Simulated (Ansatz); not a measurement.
**CdSe under a change: biaxial strain +2.08 %, plane normal [111], relaxed out of plane**

The reference is CdSe in the zinc blende structure (space group F-43m, No. 216; a = 6.1332 Å). Axes: x, y, z lie along the cube axes.

Perturbation: biaxial strain +2.08 %, plane normal [111], relaxed out of plane (Cartesian); in-plane vectors clamped, the third vector and the atoms free.

Method: r2SCAN, PAW, 500 eV (Ansatz, a program for electronic structure; scalar-relativistic without spin-orbit coupling). Γ-centred 9×9×9 mesh, Fermi–Dirac width 0.05 eV.

| quantity | base | changed | shift |
|---|---|---|---|
| volume per atom | 28.84 Å³ | 29.50 Å³ | +0.66 Å³ |
| space group | F-43m (No. 216) | R3m (No. 160) | – |
| shortest interatomic distance | 2.656 Å | 2.664 Å | +0.008 Å |
| energy relative to the base (free energy F) | 0 meV/atom | +6.5 meV/atom | +6.5 meV/atom |
| pressure (mean of the normal stresses, compression positive) | 0.01 GPa | -1.14 GPa | -1.15 GPa |
| band gap | 1.04 eV | 0.88 eV | -0.16 eV |
| gap character | direct at Γ | direct at Γ | – |
| electron mass | 0.093 mₑ (at Γ) | 0.091 mₑ (at Γ) | – |
| valence-band top at Γ (three highest levels, from the VBM) | 0.00, 0.00, 0.00 eV | 0.00, -0.14, -0.14 eV | – |
| out-of-plane strain | – | -1.83 % | – |
| ratio −ε⊥/ε∥ | – | 0.88 | – |
| mean in-plane stress (compression positive) | – | -1.7 GPa | – |

Effective masses come from finite differences of ±0.01 Å⁻¹. Stability against distortions was not tested. Labels are those of the standard path for the cell's own space group.
